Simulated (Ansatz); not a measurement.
# InP under load (space group I-4m2): band-edge transport data

Here is the system:

```yaml
crystal:
  lattice:
    - [0.00000, 2.95879, 2.88513]
    - [2.95879, 0.00000, 2.88513]
    - [2.95879, 2.95879, 0.00000]
  atoms:
    - { symbol: In, position: [0.00000, 0.00000, 0.00000] }
    - { symbol: P, position: [0.25000, 0.25000, 0.25000] }
```

Level of theory: r2SCAN with spin-orbit coupling, rigid bands (plane waves, PAW; Ansatz, an electronic-structure program). Condition of this run: uniaxial stress along [001] of 1 GPa (compression positive) (the target of the relaxation). Cell: cell and atoms relaxed with PBEsol, then loaded as said.

```json
{
  "band_gap": "1.06 eV",
  "electron conductivity mass (300 K, dilute)": "0.092 (x), 0.092 (y), 0.088 (z) mₑ",
  "hole conductivity mass (300 K, dilute)": "0.49 (x), 0.49 (y), 0.32 (z) mₑ",
  "effective density of states N_c (300 K)": "6.6e17 cm⁻³",
  "effective density of states N_v (300 K)": "7.2e18 cm⁻³",
  "density_of_states_mass_electrons": "0.088 mₑ",
  "density_of_states_mass_holes": "0.43 mₑ",
  "Seebeck coefficient, n-type 1e19 cm⁻³, 300 K": "-59 μV/K",
  "Seebeck coefficient, p-type 1e19 cm⁻³, 300 K": "255 μV/K",
  "best p-type power factor at 300 K for τ = 10 fs (best axis; densities from 1e16 to 1e21 cm⁻³ tried, whether or not they can be reached)": "11.7 μW/(cm·K²) at 3e20 cm⁻³"
}
```

Rigid bands; masses and Seebeck coefficients take one relaxation time τ for all states and one kind of carrier; polarons and phonon drag are left out. Geometry: cell and atoms relaxed with PBEsol.
